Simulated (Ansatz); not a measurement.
## Short convergence ladders for FeAuO₂ (R3m, 4 atoms in the cell)

```xyz
4
Lattice="1.5185 0.8767 6.1490 -1.5185 0.8767 6.1490 0.0000 -1.7535 6.1490" Properties=species:S:1:pos:R:3 pbc="T T T"
Fe     0.0000     0.0000     0.0500
Au     0.0000     0.0000     9.2236
O      0.0000     0.0000     7.1754
O      0.0000     0.0000    11.2717
```
Moments meant for the start (each program seeds them in its own way; μB, in the order of the atoms Fe Au O O): 4.0 0.0 0.0 0.0.

Base method: PBEsol+U, default PAW files made with PBE (plane waves; Ansatz, a quantum-chemistry and plane-wave program).

Base settings: basis.ecutwfc = 420 eV; kpoints.mp_grid.grid = 6 6 6; hamiltonian.xc = pbesol; hamiltonian.pseudopotentials = {kind: paw} (the program's default PAW files); hamiltonian.hubbard.sites = [{species: Fe, l: d, u_eff: 5.3}] eV; magnetization.spin_polarized = true; scf.occupations.method = fermi_dirac; scf.occupations.width = 0.05 eV.

The count of work is k-points × plane waves × bands × iterations; it is no time. Core times come from one kind of shared machine, to one figure; runs under 30 s give none.

**The cutoff for other potential files**

Level: DFT, PBEsol+U, plane waves, harder PAW files (source: ansatz) made with PBE.

In this ladder: hamiltonian.pseudopotentials = {kind: paw, source: ansatz}.

The second cell is the first with its lattice scaled by 0.98.

The mesh stays at the base's, so the ladder's end is converged at best in this setting alone.

The first pressure column holds Ansatz's estimate of the finite-basis (Pulay) stress, which hides part of the cutoff error; the other is without it.

Only quantities that move along the ladder and can be compared are tabulated.

These are the values that this program gave, and no reference: magnets with a U can end in a higher state.

| basis.ecutwfc | free energy less the last step's (meV/atom) | energy of the compressed cell less the first (meV/atom) | pressure (GPa) | pressure without the Pulay estimate (GPa) | largest difference of a force vector from the last step's (eV/Å) | count of work / last | core time / last (rough) |
|---|---|---|---|---|---|---|---|
| 420 eV | 1913.18 | 52.28 | 2.77 | -103.54 | 0.234 | 0.12 | – |
| 510 eV | 482.04 | 34.90 | 1.21 | -32.16 | 0.037 | 0.17 | – |
| 650 eV | 44.29 | 35.86 | 1.93 | -2.81 | 0.003 | 0.20 | 0.2 |
| 790 eV | 2.39 | 35.63 | 1.91 | 1.55 | 0.000 | 0.28 | 0.3 |
| 930 eV | 0.41 | 35.62 | 1.91 | 1.90 | 0.000 | 0.35 | 0.4 |
| 1115 eV | 0.24 | 35.62 | 1.91 | 1.90 | 0.000 | 0.47 | 0.5 |
| 1395 eV | 0.10 | 35.61 | 1.91 | 1.91 | 0.000 | 0.65 | 0.6 |
| 1860 eV | 0.00 | 35.61 | 1.91 | 1.91 | 0.000 | 1.0 | 1 |

Coarsest basis.ecutwfc that holds the energy of the compressed cell less the first within 1 meV/atom of the last step, with all finer ones: 510 eV, at 0.17 of the last step's count of work; the step before is off by 17 meV/atom.

Coarsest basis.ecutwfc that holds the forces within 0.005 eV/Å of the last step, with all finer ones: 650 eV, at 0.20 of the last step's count of work and about 0.2 of the last step's time; the step before is off by 0.037 eV/Å.

Coarsest basis.ecutwfc that holds the pressure without the Pulay estimate within 0.2 GPa of the last step, with all finer ones: 930 eV, at 0.35 of the last step's count of work and about 0.4 of the last step's time; the step before is off by 0.36 GPa.

The energy difference between the two cells stays within 1 meV/atom of the last step's from 510 eV on, the total only from 930 eV on: much of the error is common to both cells and cancels.

At the lowest cutoff the pressure without the Pulay estimate lies 105 GPa under the last step's, the usual sign of Pulay stress in an incomplete plane-wave basis.

**The density cutoff**

The mesh stays at the base's, so the ladder's end is converged at best in this setting alone.

Only quantities that move along the ladder and can be compared are tabulated.

These are the values that this program gave, and no reference: magnets with a U can end in a higher state.

| basis.ecutrho_ratio | free energy less the last step's (meV/atom) | pressure (GPa) |
|---|---|---|
| 2 | -3.78 | 2.45 |
| 3 | -0.03 | 1.89 |
| 4 | -0.03 | 1.90 |
| 5 | -0.01 | 1.90 |
| 6 | -0.01 | 1.90 |
| 8 | 0.00 | 1.90 |
| 10 | 0.00 | 1.90 |
| 12 | 0.00 | 1.90 |
| 16 | 0.00 | 1.90 |

Coarsest basis.ecutrho_ratio that holds the pressure within 0.05 GPa of the last step, with all finer ones: 3; the step before is off by 0.55 GPa.

Coarsest basis.ecutrho_ratio that holds the free energy within 1 meV/atom of the last step, with all finer ones: 3; the step before is off by 3.8 meV/atom.

**The relaxed cell against the cutoff**

On FeAuO2 (R-3m, 4 atoms in the cell): atoms on their sites.

In this ladder: relax = cell and atoms.

The mesh stays at the base's, so the ladder's end is converged at best in this setting alone.

Only quantities that move along the ladder and can be compared are tabulated.

The magnetic state is not the same in all runs (site moments differ, or a search went on to a lower state), so steps between rows are not convergence errors alone.

These are the values that this program gave, and no reference: magnets with a U can end in a higher state.

```csv
basis.ecutwfc,relaxed volume (Å³/atom),relaxation steps,core time / last (rough)
210 eV,12.180,65,1
250 eV,12.050,34,0.9
295 eV,12.472,27,1.0
355 eV,12.457,11,0.5
420 eV,12.448,8,0.5
505 eV,12.449,6,0.5
630 eV,12.448,6,0.7
840 eV,12.448,6,1
```

Coarsest basis.ecutwfc that holds the relaxed volume within 0.062 Å³/atom of the last step, with all finer ones: 295 eV; the step before is off by 0.40 Å³/atom.

At the lowest cutoff the cell relaxes to a volume 2.2 % smaller than at the highest. Ansatz relaxes on a stress corrected for the finite basis.

On the base run: the starting cell comes from a database of computed structures (which also holds hypothetical and non-ambient phases and stackings), without a prior relaxation at this level. Its lattice was rescaled by up to half a per cent. One atom was moved a little off its site on purpose. With one magnetic atom in the cell only a parallel order is possible. With U or open f shells several self-consistent states can exist.

Keys are those of Ansatz 0.2.
